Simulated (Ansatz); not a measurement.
## F interstitial (rock-salt LiF host)

Method: PBE, PAW (plane waves to 420 eV; Ansatz, an electronic-structure program). Cell: 64 sites, 2×2×2; final energies on a 2×2×2 shifted mesh. Site at the start: void with 4F4Li nearest. Energies of charged states are corrected for periodic images (point charge plus alignment at distant sites). Dielectric constants: PBE linear response of the host. Host gap at this level: 8.83 eV. These values are not converged in cell size to better than tenths of an eV. Levels are measured in PBE's own, too narrow, gap. Spin–orbit coupling is left out. Each state is the lowest found from its start.

Formation energies E_f are given with the Fermi level at the valence-band maximum. Chemical conditions: F-rich (Δμ(F) = 0.00 eV; only phases computed here count, gases as isolated molecules at 0 K); Li-rich (Δμ(F) = -5.89 eV; only phases computed here count, gases as isolated molecules at 0 K). Reference phases: F: F2 molecule in a box.

The name describes the start; the neighbours show where the added atom ended.

```csv
charge,moment (μB),point group,largest move off a lattice site (Å),neighbours of the added atom at the end (Å),image correction with alignment (eV),"E_f, F-rich (eV)","E_f, Li-rich (eV)"
+1,not spin-polarised,D3d,0.83,"F 1.67, Li 1.91, Li 1.91, Li 1.91, F 2.34, F 2.35, F 2.36",0.40,1.64,7.53
0,1.0,D3d,0.91,"Li 1.84, Li 1.84, Li 1.84, F 1.85, F 2.37, F 2.37, F 2.37",0.00,1.81,7.70
−1,not spin-polarised,near Td,0.54,"Li 1.78, Li 1.78, Li 1.79, Li 1.79",0.07,3.77,9.66
```

Point groups are those of the whole cell at tolerances of 0.03 and 0.1 Å ("near" where only the looser one holds); none is given for unsettled states.

No other site or start that was run ended lower by more than 0.1 eV.

Transition levels above the valence-band maximum: ε(+1/0) = 0.16 eV; ε(0/−1) = 1.96 eV. On the lower envelope of the bound states, inside the gap: (+1/0) at 0.16 eV; (0/−1) at 1.96 eV.

Flagged in the runs: a doubtful potential alignment.
